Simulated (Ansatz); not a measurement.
# hcp Sc (0 0 1) on zinc-blende ZnS (1 1 1) (film strained to the substrate, started from cuts of the bulks and a machine-learned relaxation; slabs S15Zn15 and Sc16, which can lie off the formulas)

A periodic stack without vacuum, hcp Sc (0 0 1) on zinc-blende ZnS (1 1 1) (film strained to the substrate, started from cuts of the bulks and a machine-learned relaxation; slabs S15Zn15 and Sc16, which can lie off the formulas): substrate slab S15Zn15, film Sc16, surface cells [[-1, 2], [-1, -1]] and [[2, 0], [0, 2]], film strained by +0.4 and +0.4 %, outermost planes S/Zn and Sc/Sc as cut, which need not be the usual terminations and can put a slab off its formula.

The start was prepared with a machine-learned potential, and the result is one local minimum, with the in-plane cell held and forces under 0.04 eV/Å; the film can end far from its bulk form.

Calculation: PBE (plane waves to 420 eV, PAW; Ansatz, a first-principles code). No spin–orbit coupling; the runs are not spin-polarised; PBE gaps are too small against experiment. Its k-point mesh 5×5×1, Fermi–Dirac width 0.05 eV.

interface area: 38.5 Å²
period: 26.51 Å
heights between the nearest atoms of the two slabs at the two interfaces: 2.16 and 1.34 Å
S–Sc contacts across the interfaces within 1.22 times the sum of covalent radii: 9, mean 2.56 Å
Sc–Zn contacts across the interfaces within 1.22 times the sum of covalent radii: 9, mean 2.98 Å
estimate of the barrier: withheld, since the two interfaces are unlike
slope of the mean potential energy in the substrate: +2.4 MV/cm × e

```
Sc16Zn15S15
1.0
    6.66692     0.00013     0.03268
   -3.33334     5.77352    -0.06694
   -0.70057     0.56509    26.50789
S Zn Sc
15 15 16
Cartesian
  0.05335   4.88205   0.72633
  2.69209   2.57579   0.83744
 -0.52990   0.82724   0.81407
  0.63490   2.78363   3.92209
  3.99706   0.86648   3.98819
 -2.64078   4.69272   3.81067
  1.75063   0.88196   7.06847
  1.77531   4.73100   7.03295
 -1.57854   2.81879   7.05195
 -0.47192   4.76899  10.17057
  2.85053   2.83361  10.20589
 -0.47706   0.91392  10.20474
  0.61548   2.87013  13.35205
  3.95828   0.94242  13.38672
 -2.71615   4.78582  13.31586
  2.85666   2.75095   3.18940
 -0.46336   0.84399   3.17052
 -0.38589   4.72449   3.05355
  3.98602   0.87928   6.34041
 -2.66909   4.72412   6.19498
  0.64247   2.80806   6.28318
  1.75590   4.75430   9.39973
 -1.58716   2.83811   9.41518
  1.74405   0.90366   9.43209
  2.85503   2.86051  12.57038
 -0.49550   0.94230  12.56842
 -0.48993   4.77444  12.53537
  4.45383   1.36146  15.67997
 -2.63725   4.19548  15.62329
  0.01024   3.13021  15.64273
 -3.40085   5.92203  17.76862
 -1.62990   2.92542  17.87239
 -0.00867   5.66977  17.79796
  1.85024   2.97860  17.82895
 -1.68398   4.89034  20.42723
  0.08277   2.03527  20.41354
  1.69138   4.89071  20.34107
  3.37316   1.93879  20.42467
 -3.36565   5.93260  22.90710
 -1.63868   2.92283  22.94103
 -0.00380   5.83700  22.95479
  1.76341   3.00603  22.94709
 -1.82127   4.85387  25.25973
  0.16504   2.17747  25.50670
  1.59080   5.07534  25.90861
  3.41683   1.90470  25.79090
```
